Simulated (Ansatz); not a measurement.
Bi2Te2S (R3m, No. 160, 5 atoms in the cell; start mp-1227335; a measured phase of this formula has another space group), treated with LDA in Ansatz (PAW).

Numerical settings: plane-wave cutoff 520 eV, 10×10×10 k mesh, Fermi–Dirac smearing 0.01 eV, scalar-relativistic PAW data made under PBE.

Cell (relaxed at this level):

Space group R3m, hexagonal axes (No. 160); a = 4.2296 Å, b = 4.2296 Å, c = 28.6342 Å, α = 90.00°, β = 90.00°, γ = 120.00°

| atom | site | symmetry | x | y | z |
|---|---|---|---|---|---|
| Bi | 3a | 3m | 0.0000 | 0.0000 | 0.5968 |
| Bi | 3a | 3m | 0.0000 | 0.0000 | 0.4082 |
| Te | 3a | 3m | 0.0000 | 0.0000 | 0.0049 |
| Te | 3a | 3m | 0.0000 | 0.0000 | 0.2023 |
| S | 3a | 3m | 0.0000 | 0.0000 | 0.7879 |
(The calculation used a cell of 5 atoms; values per cell refer to that cell.)

Give the computed band gap and bulk modulus.


- band gap = 0.47 eV (on the SCF k mesh)
- bulk modulus = 43.0 GPa

Note: the relaxation could not lower the start's symmetry, so the cell can be a saddle point above a distorted one; the bulk modulus is −V dP/dV from two relaxed cells at ±2 % in volume.

Spin–orbit coupling is not included; with these elements it can move the gap by several tenths of an eV or more.

The computed numbers hold no vibrational or temperature effects.

A start named mp-… is a Materials Project structure, which need not be a measured phase.

Ansatz is a program for electronic structure.
